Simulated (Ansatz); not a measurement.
The parent structure is HfS2 in the CdI2 type structure (space group P-3m1, No. 164; layered, stacked along the Cartesian z axis).

```
CELL_PARAMETERS angstrom
      3.54747     0.00000     0.00000
     -1.77374     3.07220     0.00000
      0.00000     0.00000     5.57681
ATOMIC_POSITIONS crystal
  Hf 0.00000 0.00000 0.00000
  S  0.33333 0.66667 0.26190
  S  0.66667 0.33333 0.73810
```

Levels (all Ansatz, a first-principles code, PAW): PBEsol-D3(BJ) (420 eV, no spin-orbit coupling); HSE06 (420 eV, no SOC).

The geometry is relaxed with PBEsol-D3(BJ).

```
Quantity                 Result
----------------------  -------
PBEsol-D3(BJ) band gap  0.45 eV
```

With HSE06 at the same geometry, the band gap grows by 0.855 eV, from 0.45 eV to 1.30 eV.

Single points use the geometry relaxed with PBEsol-D3(BJ). The hybrid gap comes from the SCF mesh plus the semilocal run's edge points and a few special points and is an upper bound. With Hf present, leaving out spin-orbit coupling can change the band edges. No phonon test of stability was made.
